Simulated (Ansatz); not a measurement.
Results of PBE0 (Ansatz, a quantum-chemistry and plane-wave program, PAW) for AlN (P6₃/mmc, No. 194, 4 atoms in the cell; start mp-13178; another space group than a measured phase of this formula).

Settings: plane-wave cutoff 460 eV, 9×9×6 k mesh (along the axes of the cell as run), Fermi–Dirac smearing 0.01 eV, scalar-relativistic PAW data made under PBE.

The cell is the one relaxed with PBEsol. Conventional cell: a = 3.3016 Å, b = 3.3016 Å, c = 4.1412 Å, α = 90.00°, β = 90.00°, γ = 120.00°.

```xyz
4
Lattice="3.3016 0.0000 0.0000 -1.6508 2.8593 0.0000 0.0000 0.0000 4.1412" Properties=species:S:1:pos:R:3 pbc="T T T"
Al     0.0000     1.9062     3.1059
Al     1.6508     0.9531     1.0353
N      0.0000     1.9062     1.0353
N      1.6508     0.9531     3.1059
```

Question: List the 10 lowest band energies at Γ above −25 eV (eV, relative to the valence band maximum), grouping those that round alike.

Answer: At Γ: -18.53, -14.56, -7.55, -3.60 (×2), -1.72 (×2), 0.00, 5.41, 6.69.

Note: the run warned that its exchange threshold was loose for the stress; cell and atoms aren't relaxed at this level (pressure -2.3 GPa).

A start named mp-… is a Materials Project structure, which need not be a measured phase.
